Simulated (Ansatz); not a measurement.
The starting structures come from a database of crystals and need not be the phases stable at ambient conditions.

The decay constant κ of evanescent states in the gap governs leakage through a thin film.

```
BaNiF6
1.0
    7.31512     0.00000     0.00000
   -3.65756     6.33508     0.00000
    3.65756     2.11169     2.32513
Ba Ni F
1 1 6
Direct
  0.00000   0.50000   0.50000
  0.00000   0.00000   0.00000
  0.53033   0.26516   0.54332
  0.46967   0.73484   0.45668
  0.19151   0.26516   0.54332
  0.80849   0.73484   0.45668
  0.19151   0.92635   0.54332
  0.80849   0.07365   0.45668
```

Space group of this cell: R-3m. The cell is taken as given; by r2SCAN its mean pressure is -0.6 GPa.

Transport runs along the normal of the first two printed cell vectors, the (001) plane of the conventional cell.

No gap correction and no spin-orbit coupling; mid-gap values are interpolated between computed energies.

Question: Give the band gap and the smallest decay constant κ at mid-gap that r2SCAN (Ansatz, an electronic-structure program) yields.

Answer: Gap 2.16 eV on a 14×14×14 mesh; κ = 0.548 1/Å, at the zone centre.
